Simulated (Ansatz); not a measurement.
Response to strain in Ag

Start from Ag in the fcc (Cu type) structure (space group Fm-3m, No. 225; relaxed with 0.1 eV smearing).

```
CELL_PARAMETERS angstrom
      0.00000     2.00044     2.00044
      2.00044     0.00000     2.00044
      2.00044     2.00044     0.00000
ATOMIC_POSITIONS crystal
  Ag 0.00000 0.00000 0.00000
```

Cartesian axes are those of the cell as printed.

Strains are applied to the cell and any free atomic positions relax; under biaxial strain the out-of-plane vector relaxes too.

Calculations: LDA (Ansatz, a program for electronic structure; PAW; 420 eV plane waves; without spin-orbit coupling).

Notes on the quantities. energy relative to the base: free energy F.

| biaxial strain, plane normal [001], relaxed out of plane (%) | energy relative to the base (meV/atom) |
|---|---|
| -3 | 12.3 |
| -2.5 | 8.3 |
| -2 | 5.1 |
| -1.5 | 2.8 |
| -1 | 1.2 |
| -0.5 | ? |
| 0 | 0.0 |

Problem. Fit ΔE = Aε² + Bε³ (ε in %) to the rows shown and predict the withheld row.

Solution. Least squares on the printed values gives A = 1.11 and B = -0.085 meV/atom (largest residual 0.0 meV/atom); this predicts 0.3 meV/atom, and the run gives 0.3 meV/atom, in agreement.

Whether these cells are dynamically stable was not tested.
